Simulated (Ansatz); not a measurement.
The reference is BeS in the zinc blende structure (space group F-43m, No. 216).

```
CELL_PARAMETERS angstrom
      0.00000     2.39818     2.39818
      2.39818     0.00000     2.39818
      2.39818     2.39818     0.00000
ATOMIC_POSITIONS crystal
  Be 0.00000 0.00000 0.00000
  S  0.25000 0.25000 0.25000
```

Cartesian axes are those of the cell as printed.

Method: LDA (Ansatz, a quantum-chemistry and plane-wave program, PAW, without spin-orbit coupling).

For the base:

```
Item                                 Value
---------------------  -------------------
Band gap                           2.82 eV
Valence-band top at Γ  0.00, 0.00, 0.00 eV
```

It is then changed as follows: the cell is stretched by 3.00 % along z with no lateral relaxation; the atoms relax in the strained cell.

Q: Predict the new band gap.

A: The band gap drops by 0.066 eV, from 2.82 eV to 2.76 eV.

Q: What does the calculation give for the valence-band top at Γ after the change?

A: The valence-band top at Γ (three highest levels, from the VBM) becomes 0.00, 0.00, -0.17 eV (base: 0.00, 0.00, 0.00 eV).

No phonon test of stability was made.
